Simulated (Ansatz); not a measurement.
## Hypothetical Fm-3m WSe2, pressure series

Start from WSe2 (space group Fm-3m, No. 225; a = 6.266 Å; ferromagnetic; a hypothetical phase, not in the database extracts checked).

Cell and atoms are relaxed at each pressure.

Method: PBE in Ansatz (plane waves to 420 eV, PAW, no spin-orbit coupling).

```csv
variant,density,magnetic state,shortest interatomic distance
base,9.23 g/cm³,ferromagnetic,2.713 Å
pressure −2 GPa,9.06 g/cm³,ferromagnetic,2.730 Å
pressure −1 GPa,9.14 g/cm³,ferromagnetic,2.722 Å
pressure 1.8 GPa,9.37 g/cm³,ferromagnetic,2.699 Å
pressure 4.2 GPa,9.55 g/cm³,ferromagnetic,2.682 Å
pressure 9 GPa,9.91 g/cm³,ferromagnetic,2.650 Å
pressure 18 GPa,10.53 g/cm³,ferromagnetic,2.596 Å
pressure 30 GPa,11.25 g/cm³,non-magnetic,2.540 Å
pressure 45 GPa,[?],non-magnetic,[?]
pressure 60 GPa,12.43 g/cm³,non-magnetic,2.457 Å
```

Task: Complete the table.

Result: 
- pressure 45 GPa, density: 11.88 g/cm³
- pressure 45 GPa, shortest interatomic distance: 2.494 Å

Other magnetic orders, which the real material may have, were not ruled out. Load acts through the strain it causes; cell and atoms are relaxed under it. Stability against distortions was not tested. Competing high-pressure phases were not computed. Starting moments died away, wholly or in part, for pressure 18 GPa, pressure 30 GPa, pressure 45 GPa and pressure 60 GPa; another magnetic solution may exist.

Ansatz is a first-principles code.
